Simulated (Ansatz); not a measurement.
The starting structures come from a database of crystals and need not be the phases stable at ambient conditions.

```xyz
8
Lattice="3.7796 0.0000 0.0000 0.0000 5.9805 0.0000 1.8898 0.0000 5.6660" Properties=species:S:1:pos:R:3 pbc="T T T"
Na     1.8898     4.4854     2.4094
Na     3.7796     1.4951     3.2566
Au     3.7796     1.4951     0.0374
Au     1.8898     4.4854     5.6286
O      3.7796     5.9402     1.3848
O      1.8898     0.0403     4.2812
O      1.8898     2.9499     4.2812
O      3.7796     3.0306     1.3848
```

Space group of this cell: Cmcm. The cell is taken as given; by PBEsol its mean pressure is -5.3 GPa.

Transport runs along the normal of the first two printed cell vectors.

The gap is the functional's own, uncorrected, and κ follows it; spin-orbit coupling is left out. Mid-gap values are interpolated between the computed energies.

Question: Predict the band gap and the smallest decay constant κ at mid-gap from PBEsol in Ansatz (a quantum-chemistry and plane-wave program).

Answer: Gap 0.99 eV on a 8×6×8 mesh; κ = 0.281 1/Å, at (0.000, 0.500) of the in-plane reciprocal vectors. At the zone centre, at the nearest computed energy, the slowest state has κ = 0.36 1/Å.
